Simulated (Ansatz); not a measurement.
Given:

```xyz
4
Lattice="3.1263 0.0000 0.0000 1.5631 2.7074 0.0000 0.0000 0.0000 4.9612" Properties=species:S:1:pos:R:3 pbc="T T T"
Al     1.5631     0.9025     4.9401
Al     3.1263     1.8050     2.4595
N      1.5631     0.9025     1.8805
N      3.1263     1.8050     4.3611
```

No spin polarisation.

Level of theory: r2SCAN (Ansatz, an electronic-structure program, PAW, scalar-relativistic without spin-orbit coupling). k-mesh 12×12×7 (Γ-centred); smearing 0.05 eV (Fermi–Dirac).

Problem. Predict the gap character.

Solution. Direct at Γ.

Problem. Predict the mean in-plane stress (compression positive).

Solution. -3.0 GPa.

Problem. Predict the valence-band top at Γ (three highest levels, from the VBM).

Solution. 0.00, -0.30, -0.30 eV.

The cells carry an imposed strain or load. Stability against distortions was not tested. The cell was made from AlN in the wurtzite structure (space group P6_3mc, No. 186) by this change: biaxial strain +0.63 %, plane normal [001], relaxed out of plane.
